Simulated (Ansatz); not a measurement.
Consider CsSnI$_{3}$ in the cubic perovskite structure (space group Pm-3m, No. 221; a = 6.031 Å). Axes: x, y, z lie along the cube axes.

All numbers come from LDA in Ansatz (plane waves to 420 eV, PAW, scalar-relativistic without spin-orbit coupling).

Base values:

- Pressure: 0.0 GPa
- Shortest interatomic distance: 3.015 Å

Now apply this change: tensile biaxial strain of 1.20 % in the plane normal to [001], as in epitaxy on a mismatched substrate; the out-of-plane cell vector and the atoms relax.

What does the calculation give for the pressure after the change?

The pressure (mean of the normal stresses, compression positive) goes from zero to -0.4 GPa.

What happens to the energy relative to the base?

The energy goes up by 2.1 meV/atom.

What happens to the shortest interatomic distance?

The shortest interatomic distance drops by 0.0075 Å to 3.008 Å.

No phonon test of stability was made. The final runs are not spin-polarised. Many cubic perovskites are stable only at high temperature; tilts and polar distortions were not tested.

Ansatz is an electronic-structure program.
